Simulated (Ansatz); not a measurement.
System: SiGe (model structure, Pmma, No. 51, 4 atoms in the cell). Method: PBE-D3(BJ) in Ansatz (PAW).

Settings: plane-wave cutoff 520 eV, 10×10×6 k mesh (along the axes of the cell as run), Fermi–Dirac smearing 0.01 eV, scalar-relativistic PAW data made under PBE.

Cell (relaxed at this level):

```yaml
crystal:
  lattice:
    - [3.92012, 0.00000, 0.00000]
    - [0.00000, 3.92609, 0.00000]
    - [0.00000, 0.00000, 5.54772]
  atoms:
    - { symbol: Si, position: [0.75000, 0.00000, 0.88080] }
    - { symbol: Si, position: [0.25000, 0.00000, 0.11920] }
    - { symbol: Ge, position: [0.25000, 0.50000, 0.36864] }
    - { symbol: Ge, position: [0.75000, 0.50000, 0.63136] }
```

Problem. Estimate the band gap and smallest direct gap on the k points sampled that the calculation returns.

Solution. 
band gap: 0.35 eV (indirect)
smallest direct gap on the k points sampled: 0.57 eV

Note: the relaxation could raise the start's symmetry but not lower it, so the cell can be a saddle point.

Spin–orbit coupling is not included.

The computed numbers hold no vibrational or temperature effects.

Computing time: about 22 core-seconds (a rough figure).

A model structure was made by putting elements into a prototype or built by hand; it is no filed structure, need not be a known phase, and can be a saddle point held by its symmetry.

Ansatz is a program for electronic structure.
